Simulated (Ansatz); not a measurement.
The reference is CdSe in the zinc blende structure (space group F-43m, No. 216; a = 6.133 Å). Axes: x, y, z lie along the cube axes.

Perturbation: biaxial strain −0.83 %, plane normal [111], relaxed out of plane (Cartesian); in-plane vectors clamped, the third vector and the atoms free.

All numbers come from r2SCAN (Ansatz, an electronic-structure program), spin-orbit coupling left out.

Q: Give the band edges at the high-symmetry points of the new zone, measured from its valence-band maximum.

A: 
```tsv
point	valence edge (eV)	conduction edge (eV)
Γ	0.00	1.03
T	-0.72	2.93
H₂	-2.18	5.38
H₀	-2.18	5.38
L	-0.73	2.79
S₀	-1.55	4.01
S₂	-1.55	4.01
F	-1.80	3.46
```

The gap is 1.03 eV, direct at Γ.

Whether these cells are dynamically stable was not tested. Labels are those of the standard path for the cell's own space group.
